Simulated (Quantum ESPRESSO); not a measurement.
Worked example: self-consistent single point of BaMg₆W (P1, 8 atoms in the cell) in Quantum ESPRESSO.

Computed with LDA (PZ), GBRV 1.5 ultrasoft (LDA) pseudopotentials (plane waves; Quantum ESPRESSO).

The change in words: atoms moved at random. Reference geometry:
```yaml
crystal:
  lattice:
    - [6.66290, 0.00000, 0.00000]
    - [0.00000, 6.66290, 0.00000]
    - [0.00000, 0.00000, 4.35240]
  atoms:
    - { symbol: Ba, position: [0.00000, 0.00000, 0.50000] }
    - { symbol: Mg, position: [0.00000, 0.50000, 0.50000] }
    - { symbol: Mg, position: [0.50000, 0.00000, 0.50000] }
    - { symbol: Mg, position: [0.71138, 0.28862, 0.00000] }
    - { symbol: Mg, position: [0.28862, 0.71138, 0.00000] }
    - { symbol: Mg, position: [0.71138, 0.71138, 0.00000] }
    - { symbol: Mg, position: [0.28862, 0.28862, 0.00000] }
    - { symbol: W, position: [0.50000, 0.50000, 0.50000] }
```

Reference input (self-consistent single point, DFT, LDA (PZ), plane waves, GBRV 1.5 ultrasoft (LDA) pseudopotentials): ecutwfc = 40 Ry; ecutrho = 320 Ry; occupations = smearing; smearing = fd; degauss = 0.0073499 Ry; potentials = {Ba: ba_lda_v1.uspp.F.UPF, Mg: mg_lda_v1.4.uspp.F.UPF, W: w_lda_v1.2.uspp.F.UPF}; K_POINTS = automatic 3 3 5 0 0 0; conv_thr = 1e-09 Ry; mixing_beta = 0.5. This run's input differs from it in these lines:

```diff
@@ -32,10 +32,10 @@
 ATOMIC_POSITIONS {crystal}
-Ba    0.000000000    0.000000000    0.500000000
-Mg    0.000000000    0.500000000    0.500000000
-Mg    0.500000000    0.000000000    0.500000000
-Mg    0.711380000    0.288620000    0.000000000
-Mg    0.288620000    0.711380000    0.000000000
-Mg    0.711380000    0.711380000    0.000000000
-Mg    0.288620000    0.288620000    0.000000000
-W     0.500000000    0.500000000    0.500000000
+Ba   -0.002991000    0.003715000    0.495222000
+Mg   -0.001685000    0.502224000    0.509190000
+Mg    0.501733000    0.001668000    0.509894000
+Mg    0.712079000    0.290438000    0.001395000
+Mg    0.295279000    0.706355000   -0.002874000
+Mg    0.709491000    0.710459000   -0.018287000
+Mg    0.294844000    0.285694000    0.010336000
+W     0.491251000    0.499449000    0.495123000
 K_POINTS {automatic}
```

Output (repeated stretches shortened):

```
     Self-consistent Calculation

     iteration #  1     ecut=    40.00 Ry     beta= 0.50

     Threshold (ethr) on eigenvalues was too large:
     Diagonalizing with lowered threshold

     negative rho (up, down):  1.544E-01 0.000E+00

     total energy              =    -979.66957034 Ry
     estimated scf accuracy    <       0.71845435 Ry

     iteration #  2     ecut=    40.00 Ry     beta= 0.50

     negative rho (up, down):  1.527E-01 0.000E+00

     total energy              =    -979.69754266 Ry
     estimated scf accuracy    <       0.11472332 Ry

     iteration #  3     ecut=    40.00 Ry     beta= 0.50

     negative rho (up, down):  1.515E-01 0.000E+00

     total energy              =    -979.58848643 Ry
     estimated scf accuracy    <       2.04557829 Ry

   [... 7 blocks of this kind left out ...]

     iteration # 11     ecut=    40.00 Ry     beta= 0.50

     negative rho (up, down):  1.510E-01 0.000E+00

     total energy              =    -979.74119375 Ry
     estimated scf accuracy    <          9.9E-09 Ry

     iteration # 12     ecut=    40.00 Ry     beta= 0.50

     negative rho (up, down):  1.510E-01 0.000E+00
     End of self-consistent calculation

     the Fermi energy is     7.1346 ev

!    total energy              =    -979.74119375 Ry
     estimated scf accuracy    <          5.3E-10 Ry
     smearing contrib. (-TS)   =      -0.01373710 Ry
     internal energy E=F+TS    =    -979.72745665 Ry

     convergence has been achieved in  12 iterations

     negative rho (up, down):  1.510E-01 0.000E+00

     Forces acting on atoms (cartesian axes, Ry/au):

     atom    1 type  1   force =     0.00742557   -0.00442855   -0.00056910
     atom    2 type  2   force =     0.00419543   -0.00012323   -0.00458324
     atom    3 type  2   force =    -0.00478706   -0.00087051   -0.00464453
     atom    4 type  2   force =    -0.00240277    0.00188200   -0.00057524
     atom    5 type  2   force =    -0.01075511    0.00476320    0.00132469
   [... lines left out ...]
     Total force =     0.026032     Total SCF correction =     0.000080
   [... lines left out ...]

     negative rho (up, down):  1.510E-01 0.000E+00
          total   stress  (Ry/bohr**3)                   (kbar)     P=      -26.62
  -0.00014052   0.00000032  -0.00000260          -20.67        0.05       -0.38
   0.00000032  -0.00016176  -0.00000393            0.05      -23.80       -0.58
  -0.00000260  -0.00000393  -0.00024057           -0.38       -0.58      -35.39

   JOB DONE.
```

The run converged in 12 iterations. Against the reference run the free energy rises by 5.2 meV/atom, the pressure goes from -2.96 to -2.66 GPa and the largest force goes from 0.076 to 0.369 eV/Å.

The starting cell comes from a database of computed structures (which also holds hypothetical and non-ambient phases and stackings), without a prior relaxation at this level. Its lattice was rescaled by a random factor within 2.5 % of one. For this run, on top of that: atoms moved at random. Spin polarisation is off.

Cost on one core of a shared machine: roughly 3 min.
